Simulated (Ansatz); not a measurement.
The parent structure is AlBiO3 in the cubic perovskite structure (space group Pm-3m, No. 221; a = 3.753 Å; a cell from a computed database, its experimental status unchecked). Axes: x, y, z lie along the cube axes.

All numbers come from plane-wave PAW DFT at the PBEsol level (Ansatz, an electronic-structure program, 420 eV), without spin-orbit coupling.

For the base:

- Valley order: X along ⟨100⟩ 1.54 eV; a point along ⟨111⟩, about 0.7 Å⁻¹ from Γ 2.49 eV
- Electron mass: 0.14 mₑ along k, 0.23 mₑ across (at X)

It is then changed as follows: the symmetric strain tensor [0.0219 -0.0087 0.0071; -0.0087 0.0050 -0.0087; 0.0071 -0.0087 -0.0093], atoms relaxed at fixed cell.

### Question
Estimate the effect on the valley order and electron mass.

### Answer
The valley order (the lowest conduction-band minima on the path, energy above the VBM, named in the base's zone) changes from X along ⟨100⟩ 1.54 eV; a point along ⟨111⟩, about 0.7 Å⁻¹ from Γ 2.49 eV to X along [001] 1.18 eV; X along [010] 1.34 eV; X along [100] 1.50 eV; a point along [1-11], about 0.7 Å⁻¹ from Γ 2.26 eV; the electron mass goes from 0.14 mₑ along k, 0.23 mₑ across (at X) to 0.13 mₑ along k, 0.21 mₑ across (at X).

With Bi present, leaving out spin-orbit coupling can change the band edges. The levels and masses belong to the bands next to the band gap. Effective masses come from finite differences of ±0.01 Å⁻¹. Along k means along the line from Γ to the band edge. Stability against distortions was not tested. Many cubic perovskites are stable only at high temperature; tilts and polar distortions were not tested.
